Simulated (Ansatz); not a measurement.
AlN (P6_3mc), Ansatz (a program for electronic structure) with r2SCAN with spin-orbit coupling, rigid bands: Condition of this run: biaxial stress in the c plane of -18 GPa (compression positive) (the target of the relaxation). band gap 3.78 eV, N_c = 3.90e18 cm⁻³ and N_v = 3.05e19 cm⁻³ at 300 K, conductivity masses along z (a = (3.27, 0.00, 0.00) Å; b = (-1.64, 2.83, 0.00) Å; c = (0.00, 0.00, 4.79) Å) of 0.309 mₑ (electrons) and 0.320 mₑ (holes). Take k_BT = 0.02585 eV.

A film of it is 8 nm thick, with its normal along the direction named. Estimate the confinement energies in an infinite well.

ħ²π²/(2m t²) = 0.376 eV·nm²/(m/mₑ × t²) gives 19.0 meV for electrons and 18.4 meV for holes, so the gap would widen to about 3.82 eV. Finite barriers and nonparabolic bands lower this, and with several valleys or bands the heaviest mass along the normal sets the lowest level, not this average.

Find the intrinsic carrier density and the intrinsic Fermi level.

n_i = √(N_c N_v) exp(−E_g/2k_BT) = 1.09e19 × exp(−73.11) = 1.9e-13 cm⁻³. The level lies (k_BT/2) ln(N_v/N_c) = 27 meV from mid-gap (positive towards the conduction band). Each 0.1 eV added to the gap lowers n_i by a factor of 6.9.

What thermal injection velocity √(2k_BT/πm) limits a ballistic channel along the direction named?

9.68e6 cm/s for electrons and 9.51e6 cm/s for holes, a ratio of √(m_h/m_e) = 1.02, for dilute carriers.

Rigid, parabolic bands with the computed gap; masses take one relaxation time for all states. Geometry: cell and atoms relaxed with PBEsol.
